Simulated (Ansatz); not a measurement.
Be(OH)₂ (P2₁2₁2₁, No. 19)

All values below come from r²SCAN-D4 (Ansatz, an electronic-structure program, PAW).

Numerical settings: plane-wave cutoff 500 eV, 10×10×6 k mesh (along the axes of the cell as run), gaussian smearing 0.02 eV, scalar-relativistic PAW data made under PBE.

Cell (relaxed at this level):

BeH2O2 has the orthorhombic space group P2₁2₁2₁ (No. 19), Pearson symbol oP20. Conventional cell: a = 4.476 Å, b = 4.606 Å, c = 6.940 Å, α = 90.00°, β = 90.00°, γ = 90.00°. Be on 4a is surrounded by 4 O at 1.617–1.646 Å (tetrahedral). H1 on 4a sees 1 O at 0.973 Å. H2 on 4a is coordinated by 1 O at 0.975 Å. O1 on 4a sees 1 H at 0.973 Å and 2 Be at 1.628 Å. O2 on 4a sees 1 H at 0.975 Å and 2 Be at 1.617–1.646 Å. (Neighbours: up to the widest gap in distance over summed covalent radii, below 1.35, at either atom; cation-cation and far metal-metal contacts left out.)

```
Property                       Result
--------  ---------------------------
band gap  6.28 eV (on the SCF k mesh)
```

Note: the relaxation could not lower the start's symmetry, so the cell can be a saddle point above a distorted one.

The computed numbers hold no vibrational or temperature effects.
